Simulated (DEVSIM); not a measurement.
Device: illuminated Si p-on-n cell, one wavelength, at 350 K.

```
layer (left to right)  material  thickness (μm)  Nd (cm⁻³)  Na (cm⁻³)  τn (s)  τp (s)  absorption coefficient (cm⁻¹)
---------------------  --------  --------------  ---------  ---------  ------  ------  -----------------------------
1                            Si           0.140          -     2.8e18  1.3e-5  2.1e-6                           2000
2                            Si            30.0     1.9e15          -  3.6e-5  3.6e-5                           2000
```

Left contact: ohmic, minority electron recombination velocity 6e6 cm/s. Right contact: ohmic, minority hole recombination velocity 9000 cm/s. Voltage is applied to the left contact. Recombination: SRH at mid-gap, radiative, Auger. Light enters at the left, 5.5e17 photons cm⁻² s⁻¹, one pass, no reflection. Mobility is μmin + (μ − μmin)/(1 + (N/Nref)^α).

This is a model device: material constants are rounded textbook-type values typed into the input, and sizes, dopings and lifetimes were drawn at random. Values at 300 K; Nc and Nv go as T^1.5, mobilities as T to minus their exponent, the gap by Varshni's rule with the affinity fixed.

```tsv
parameter	Si
gap (eV)	1.124
affinity (eV)	4.05
permittivity	11.7
Nc (cm⁻³)	2.86e19
Nv (cm⁻³)	3.1e19
μn (cm²/Vs)	1417
μp (cm²/Vs)	470
μn,min	52
μp,min	45
Nref,n	9.7e16
Nref,p	2.2e17
αn	0.68
αp	0.72
T exponent of μn	2.3
T exponent of μp	2.2
B (cm³/s)	4.7e-15
Cn (cm⁶/s)	2.8e-31
Cp (cm⁶/s)	9.9e-32
Varshni α (eV/K)	0.000473
Varshni β (K)	636
```

Model (solved in DEVSIM): 1D drift-diffusion, Boltzmann statistics, complete ionisation; no tunnelling, impact ionisation, image-force lowering or self-heating.

Base results: potential step across the device at zero bias (V) 0.734; largest power (mW/cm²) 26.0; dark forward voltage at 1 A/cm² (V) 0.532; share of generated pairs collected at short circuit 0.883.

What follows from this one change: doping Nd of layer 2 1.9e+15 → 5.7e+13 cm^-3?

potential step across the device at zero bias 0.734 → 0.628 V; largest power 26.0 → 19.2 mW/cm²; dark forward voltage at 1 A/cm² 0.532 → 0.484 V; share of generated pairs collected at short circuit 0.883 → 0.936.

What follows from this one change: doping Na of layer 1 2.8e+18 → 2.8e+17 cm^-3?

potential step across the device at zero bias 0.734 → 0.665 V; largest power 26.0 → 23.9 mW/cm²; dark forward voltage at 1 A/cm² 0.532 → 0.497 V; share of generated pairs collected at short circuit little changed (0.884).

What follows from this one change: minority lifetime in layer 2 3.6e-05 → 3.6e-06 s?

potential step across the device at zero bias little changed (0.734 V); largest power 26.0 → 25.5 mW/cm²; dark forward voltage at 1 A/cm² little changed (0.531 V); share of generated pairs collected at short circuit 0.883 → 0.874.

What follows from this one change: temperature 350 → 400 K?

potential step across the device at zero bias 0.734 → 0.652 V; largest power 26.0 → 16.9 mW/cm²; dark forward voltage at 1 A/cm² 0.532 → 0.426 V; share of generated pairs collected at short circuit 0.883 → 0.877.
